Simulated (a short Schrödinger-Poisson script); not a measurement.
# Gated In0.52Al0.48As/In0.53Ga0.47As modulation-doped gas in a quantum well

System: gated In0.52Al0.48As/In0.53Ga0.47As modulation-doped gas in a quantum well, at 77 K.

```
layer        material  thickness (nm)  Nd (cm⁻³)  Na (cm⁻³)
-----  --------------  --------------  ---------  ---------
1      In0.52Al0.48As              15          -          -
2      In0.52Al0.48As              30     5.4e17          -
3      In0.52Al0.48As              20          -          -
4      In0.53Ga0.47As              20          -          -
5      In0.52Al0.48As            4000          -       5e15
```

Constants are typed, rounded textbook-type inputs, not results; the design itself was drawn at random and stands for no fabricated device. In0.52Al0.48As: permittivity 12.5, conduction-band edge (eV) 0.52, gap (eV) 1.45, electron mass (mₑ) 0.075, Nv at 300 K (cm⁻³) 1.1e19. In0.53Ga0.47As: permittivity 13.9, conduction-band edge (eV) 0, gap (eV) 0.74, Nv at 300 K (cm⁻³) 7.7e18.

Channel valleys (confinement mass, in-plane density-of-states mass, number): Γ 0.041, 0.041, 1. At the gate the conduction-band edge of layer 1 lies 0.65 eV − eVg above the Fermi level of the channel; the field vanishes at the back. Donor level 0.02 eV below the band edge. The barrier under the gate holds no holes. Gaps are held at their typed values at every temperature. Mesh 0.08 nm at interfaces.

From a short Schrödinger-Poisson script (our own, NumPy): 1D Poisson equation in equilibrium, electrons quantum, Hartree (BenDaniel-Duke, 40 states a valley, the channel's in-plane mass for all, wave functions free to enter the barrier), parabolic valleys, classical holes, donors ionised by Fermi statistics, acceptors fully, no traps, pinning or gate leakage.

```csv
Vg (V),electrons (cm⁻²),in the channel layer,C (μF/cm²),Γ E0 (meV),Γ E1 (meV)
0.4,6.38e11,6.30e11,0.321,-37.0,21.5
0.35,6.09e11,6.02e11,0.177,-35.3,22.9
0.3,5.62e11,5.56e11,0.153,-32.6,25.2
0.25,5.15e11,5.10e11,0.152,-29.9,27.6
0.2,4.68e11,4.63e11,0.152,-27.1,30.0
0.15,4.21e11,4.16e11,0.152,-24.3,32.4
0.1,3.74e11,3.70e11,0.152,-21.5,34.9
0.05,3.27e11,3.24e11,0.151,-18.7,37.4
0,2.80e11,2.77e11,0.151,-15.7,40.1
-0.05,2.33e11,2.31e11,0.150,-12.7,42.8
-0.1,1.87e11,1.85e11,0.149,-9.5,45.7
-0.15,1.41e11,1.40e11,0.147,-6.0,48.9
-0.2,9.57e10,9.51e10,0.144,-1.8,52.7
-0.25,5.22e10,5.18e10,0.137,3.6,57.9
-0.3,1.39e10,1.38e10,0.108,13.5,67.6
-0.35,1.28e8,1.27e8,0.0222,45.1,98.9
```

Gate voltages with under 1e6 electrons/cm² are left out.

Subbands count from the Fermi level.
